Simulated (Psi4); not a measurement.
Psi4 1.11, unrestricted PBE0/def2-svp: Cr(O)2(Cl)2 triplet ([O]=[Cr](=[O])([Cl])[Cl]), charge 0, multiplicity 3, 5 atoms. The geometry is a generated start, not checked to be a minimum at this level.

```
Quantity                              Value
--------------------------  ---------------
task                                 energy
method                                 pbe0
basis                              def2-svp
memory                                 3 GB
maxiter                                 100
keys of the molecule block      symmetry c1
scf_type                       df (default)
e_convergence               1e-06 (default)
d_convergence               1e-06 (default)
dft_radial_points              75 (default)
dft_spherical_points          302 (default)
basis functions                          95
grid points                          108923
```

```xyz
5

Cr     0.1540    -0.0299     0.0544
O      1.2479    -0.5701    -0.9079
O      0.5509     0.2178     1.5358
Cl    -0.5474     1.7183    -0.7108
Cl    -1.4054    -1.3361     0.0284
```

Charge 0 and multiplicity 3 are set for this test and not shown to be the ground state.

With the defaults (scf_initial_accelerator = adiis, diis_max_vecs = 10, damping_percentage = 0, diis = true, level_shift = 0, level_shift_cutoff = 0.01, guess = auto, which took SAD) it converges in 16 SCF iterations. One run each on 2 threads, with these changes:
- scf_initial_accelerator = none
- scf_initial_accelerator = none, damping_percentage = 60, diis = false
- guess = gwh
- level_shift = 0.1, level_shift_cutoff = 0.001
- guess = sapgau
- damping_percentage = 20
- damping_percentage = 60
- diis_max_vecs = 3
- level_shift = 0.5, level_shift_cutoff = 0.001

Q: Which of these changes keep the SCF from converging, or lead it to another solution?

A: No convergence: diis_max_vecs = 3; damping_percentage = 60; scf_initial_accelerator = none, damping_percentage = 60, diis = false (the run ends without SCF convergence in 100 iterations). Another solution: scf_initial_accelerator = none (400 meV higher). The rest reach the solution of the defaults.

| setting | SCF iterations | end |
|---|---|---|
| guess = sapgau | 15 | same solution |
| the defaults | 16 | same solution |
| level_shift = 0.1, level_shift_cutoff = 0.001 | 16 | same solution |
| level_shift = 0.5, level_shift_cutoff = 0.001 | 19 | same solution |
| damping_percentage = 20 | 25 | same solution |
| guess = gwh | 26 | same solution |
| scf_initial_accelerator = none | 27 | other solution, 400 meV higher |
| diis_max_vecs = 3 | 100 | no convergence |
| damping_percentage = 60 | 100 | no convergence |
| scf_initial_accelerator = none, damping_percentage = 60, diis = false | 100 | no convergence |
